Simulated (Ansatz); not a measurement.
A hypothetical phase is included: elements placed on a structure type, which no database files for this compound.

The decay constant κ of evanescent states in the gap governs leakage through a thin film.

```xyz
8
Lattice="3.1250 0.0000 0.0000 0.0000 5.2003 0.0000 0.0000 0.0000 5.7535" Properties=species:S:1:pos:R:3 pbc="T T T"
Si     2.3438     3.1032     0.9205
Si     0.7813     0.5030     1.9563
Si     0.7813     2.0972     4.8330
Si     2.3438     4.6974     3.7973
C      2.3438     3.1272     4.7275
C      0.7813     5.7273     3.9027
C      0.7813     2.0732     1.0260
C      2.3438    -0.5270     1.8508
```

The cell was relaxed by PBE-D3(BJ).

Transport runs along the normal of the first two printed cell vectors.

The gap is the functional's own, uncorrected, and κ follows it; spin-orbit coupling is left out. Mid-gap means the computed energy nearest the middle.

Task: Estimate the band gap and the smallest decay constant κ at mid-gap that r2SCAN run with Ansatz (a first-principles code) returns for this system.

Result: Gap 3.05 eV on a 10×6×6 mesh; κ = 0.350 1/Å, at (0.300, 0.000) of the in-plane reciprocal vectors. At the zone centre the slowest state has κ = 0.41 1/Å.
